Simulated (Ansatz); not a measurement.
Output of an Ansatz run (abridged):

```
WARN ansatz: RAYON_NUM_THREADS=1 ignored (pool sized by the plan → 1); use --threads N
Pseudopotentials: kind: paw
Pseudopotential: Ca, paw, valence charge 10
Pseudopotential: Ir, paw, valence charge 17
Crystal: 6 atoms, lattice volume = 108.881 Å³
Basis set: ecut = 420.4159175005146 eV, 2109 PW (Γ), exchange–correlation on 72×72×72 points (8 copies of the dense FFT grid, shifted against one another)
Bands: 53, of which v1, the nominal top of the filled ones, is band 44 counted from 1 (43 counted from 0)
Symmetry: 6 space group operations
Space group: R3m (ITA 160), of the structure as read, at distance tolerance 4.8e-5 Å
k-points: 65 of 512 (time reversal used)
PAW frozen core: Ca, regenerated for the run's functional, and the local potential with it
PAW frozen core: Ir, regenerated for the run's functional, and the local potential with it
Initial density: superposition of atomic densities (neutral atoms: chi_scale 0, normalization atom), corrected by the library's trained network
Initial wavefunctions: pseudopotential atomic-orbital guess
Eigensolver: davidson
Functional: x = pbesol(κ = 0.804, μ = 0.12345679012345678), c = pbesol(β = 0.046)
SCF iter   1: F=—  HF=-50786.105495 eV  |F-HF|=—  |Δ(HF+E_count)|=         —  Δρ=7.28e-3  dr2=7.02e-2  ethr=1.77e-3  ⟨swp⟩=8.1  Hψ=13335  notcnv=0  defer=19
all-band conjugate gradients solve this SCF's bands
preconditioner: auto → Kerker (q_TF=auto, 2.633 Å⁻¹)
SCF iter   2: F=—  HF=-50786.094371 eV  |F-HF|=—  |Δ(HF+E_count)|=   1.11e-2  Δρ=4.40e-3  dr2=3.80e-2  ethr=7.97e-5  ⟨swp⟩=1.1  Hψ=3970  notcnv=0  defer=22
SCF iter   3: F=—  HF=-50786.087080 eV  |F-HF|=—  |Δ(HF+E_count)|=   7.29e-3  Δρ=1.70e-3  dr2=3.03e-3  ethr=4.32e-5  ⟨swp⟩=2.0  Hψ=4618  notcnv=0  defer=28
SCF iter   4: F=—  HF=-50786.086379 eV  |F-HF|=—  |Δ(HF+E_count)|=   7.02e-4  Δρ=3.67e-4  dr2=3.41e-4  ethr=3.44e-6  ⟨swp⟩=2.0  Hψ=4638  notcnv=0  defer=27
SCF iter   5: F=—  HF=-50786.086338 eV  |F-HF|=—  |Δ(HF+E_count)|=   4.14e-5  Δρ=2.01e-4  dr2=1.51e-4  ethr=3.87e-7  ⟨swp⟩=1.3  Hψ=3416  notcnv=0  defer=27
SCF iter   6: F=—  HF=-50786.086312 eV  |F-HF|=—  |Δ(HF+E_count)|=   2.53e-5  Δρ=9.54e-5  dr2=2.72e-5  ethr=1.71e-7  ⟨swp⟩=1.8  Hψ=3612  notcnv=0  defer=28
SCF iter   7: F=—  HF=-50786.086330 eV  |F-HF|=—  |Δ(HF+E_count)|=   1.81e-5  Δρ=8.66e-6  dr2=1.49e-7  ethr=3.09e-8  ⟨swp⟩=2.0  Hψ=4502  notcnv=0  defer=23
SCF iter   8: F=-50786.086330 eV  HF=-50786.086330 eV  |F-HF|=1.42e-9  |Δ(HF+E_count)|=   3.09e-8  Δρ=1.63e-6  dr2=2.98e-9  ethr=1.14e-10  ⟨swp⟩=7.9  Hψ=12098  notcnv=0
SCF 1 converged in 8 iterations: F = -50786.086330 eV  dr2 = 2.98e-9
SCF converged after 8 iterations
Free energy (F): -50786.086330 eV
Harris-Foulkes:  -50786.086330 eV  (|F-HF|=1.42e-9)
Internal energy: -50785.898100 eV  (E = F + TS)
E sigma→0 (E₀):  -50785.992215 eV
Entropy (-TS):   -0.188230 eV (-31.372 meV/atom)
Fermi energy:    16.454845 eV
--- Per-component energies (eV) ---
  E_band       = -968.726327
  E_kinetic    = 3045.597756
  E_local      = -7704.797789  (includes V_loc(G=0)·N_el)
  E_nonlocal   = 437.732864
  E_hartree    = 2929.475175
  E_xc         = -1335.477138
  E_vxc        = -1536.622117  (∫ρ·V_xc dr)
  E_paw        = -38029.481353  (= ΣΔE_a)
  E_vpaw       = -1069.583230  (= ΣTr[D̂ρ^β])
  E_aug_tail   = 0.000218  (compensation charges beyond the density's cutoff)
  E_ewald      = -10130.246561
  E_core_change = 1.298728  (= ΣΔE_core)
  E_smearing   = -0.188230  (= −TS)
  E_closure    = 0.000000  (closes the sum)
  Σ components = -50786.086330   (vs F -50786.086330, Δ=0.00e0)
--- Forces (eV/Å), atoms counted from 1 ---
  atom   1  Ca    -0.16508115    -0.16508115    -0.16508115
  atom   2  Ca     0.04872544     0.04872544     0.04872544
  atom   3  Ir    -0.00513431    -0.00513431    -0.00513431
  atom   4  Ir     0.06431517     0.02858905     0.02858905
  atom   5  Ir     0.02858905     0.02858905     0.06431517
  atom   6  Ir     0.02858905     0.06431517     0.02858905
  max |Σ_I F_I| component: 3.24e-6 eV/Å
--- Stress (GPa, compression-positive) ---
       -6.198681      -0.043579      -0.043579
       -0.043579      -6.198681      -0.043579
       -0.043579      -0.043579      -6.198681
  P = ⅓ Tr σ = -6.1987 GPa (-61.987 kbar)
  The stress holds the Pulay correction. Without it, at fixed plane waves, as pw.x and ABINIT print it: P = -6.2334 GPa
--- Band table (eV; the first three rows and the last of 65) ---
  k-point 0: bands = ["-75.2780", "-75.2268", "-75.2238", "-75.2238", "-32.8405", "-32.3206", "-32.3199", "-32.3199", "-32.0625", "-32.0625", "-31.8943", "-31.8943", "-31.8942", "-31.8039", "-31.8039", "-31.7996", "-23.0769", "-22.9863", "-4.3449", [...]
  k-point 1: bands = ["-75.2765", "-75.2270", "-75.2251", "-75.2238", "-32.8225", "-32.3222", "-32.3139", "-32.3133", "-32.0585", "-32.0584", "-31.9120", "-31.8969", "-31.8968", "-31.8125", "-31.8091", "-31.8030", "-23.0740", "-22.9890", "-4.3479", [...]
  k-point 2: bands = ["-75.2726", "-75.2298", "-75.2262", "-75.2238", "-32.7751", "-32.3293", "-32.2974", "-32.2971", "-32.0452", "-32.0450", "-31.9568", "-31.9076", "-31.9074", "-31.8328", "-31.8293", "-31.8033", "-23.0662", "-22.9963", "-4.3546", [...]
  k-point 64: bands = ["-75.2637", "-75.2411", "-75.2238", "-75.2238", "-32.6932", "-32.3489", "-32.2720", "-32.2720", "-32.0264", "-31.9977", "-31.9977", "-31.9624", "-31.9624", "-31.8521", "-31.8521", "-31.7996", "-23.0560", "-23.0055", "-4.3589", [...]
```

The structure:

```xyz
6
Lattice="0.0000 3.7900 3.7900 3.7900 0.0000 3.7900 3.7900 3.7900 0.0000" Properties=species:S:1:pos:R:3 pbc="T T T"
Ca     1.9239     1.9239     1.9239
Ca     0.0000     0.0000     0.0000
Ir     4.7375     4.7375     4.7375
Ir     4.7375     2.8425     2.8425
Ir     2.8425     2.8425     4.7375
Ir     2.8425     4.7375     2.8425
```

Q: Write an input that gives this output.

A: Other spellings and defaults could give the same log, and not every line can be read from it. The input that was run (DFT, PBEsol, plane waves, default PAW files made with PBE):

Ansatz 0.2 input:
```yaml
crystal:
  lattice:
    - [0.000000, 3.790016, 3.790016]
    - [3.790016, 0.000000, 3.790016]
    - [3.790016, 3.790016, 0.000000]
  atoms:
    - { symbol: Ca, position: [0.253808, 0.253808, 0.253808] }
    - { symbol: Ca, position: [0.000000, 0.000000, 0.000000] }
    - { symbol: Ir, position: [0.625000, 0.625000, 0.625000] }
    - { symbol: Ir, position: [0.125000, 0.625000, 0.625000] }
    - { symbol: Ir, position: [0.625000, 0.625000, 0.125000] }
    - { symbol: Ir, position: [0.625000, 0.125000, 0.625000] }
basis:
  ecutwfc: 30.9 Ry
kpoints:
  mp_grid: { grid: [8, 8, 8] }
hamiltonian:
  xc: pbesol
  pseudopotentials: { kind: paw }
scf:
  occupations: { method: fermi_dirac, width: 0.0073 Ry }
output:
  forces: true
  eigenvalues: true
  stress: true
```

The starting cell comes from a database of computed structures (which also holds hypothetical and non-ambient phases and stackings), without a prior relaxation at this level. Its lattice was rescaled by up to half a per cent. One atom was moved a little off its site on purpose. Spin-orbit coupling is off. Spin polarisation is off. With a pressure of about -6 GPa the cell is away from its equilibrium volume at this level. Ansatz's pressure includes its estimate of the finite-basis (Pulay) stress.

Ansatz is an electronic-structure program.
